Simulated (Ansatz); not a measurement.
# Competing hops of Al vacancy in zinc-blende AlAs, charge state -3

Defect: Al vacancy in zinc-blende AlAs, charge state -3. The numbers are results of PBE, PAW (plane waves to 420 eV; Ansatz, an electronic-structure program), not measurements.

64-site cell at the relaxed PBE lattice, one k-point at (0.250, 0.250, 0.250), smearing 0.01 eV, spin-restricted, no finite-size correction. No zero-point or tunnelling terms. The charge state is imposed; whether it is stable for some Fermi level was not computed. Forms of the defect that were not tried may lie lower.

Barriers: single points on a 2×2×2 k-point mesh shifted by half a step at the bands' geometries.

```tsv
Route	Start site over the lowest site run (eV)	Hop (Å)	Forward barrier (eV)	Backward barrier (eV)	Neighbours at the start	Neighbours at the saddle	Saddle order	Forward, on the band's own sampling (eV)
one Al atom jumps into the vacancy from a nearby Al site	0.00	3.89	1.66	1.66	As at 2.43, As at 2.50, 2 As at 2.52 Å	As at 2.35, 2 As at 2.76, 2 As at 2.77 Å	not checked, on a symmetry element	1.69
```

Paths come from CI-NEB runs.  A band can be held on a symmetry element, so unchecked saddle points there may be too high.

The whole set of runs took about 1.0 core-hours (a rough figure).
